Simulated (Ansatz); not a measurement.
Bi on the N site (Bi_N), started at the N site. With PBE, PAW run with Ansatz (an electronic-structure program) in a 64-site cell of zinc-blende BN (PBE lattice) with 2×2×2 shifted sampling: host gap 4.46 eV; neutral formation energy 20.35 eV with the elements as references.

### Question
What does HSE06, PAW run with Ansatz in a 64-site cell of zinc-blende BN (lattice scaled to a tabulated measured volume, 5.91 Å³ a site) with 2×2×2 shifted sampling give for the same quantities?

### Answer
host gap 5.79 eV; neutral formation energy 20.59 eV with the elements as references.

Flagged in one set or both: a doubtful potential alignment.
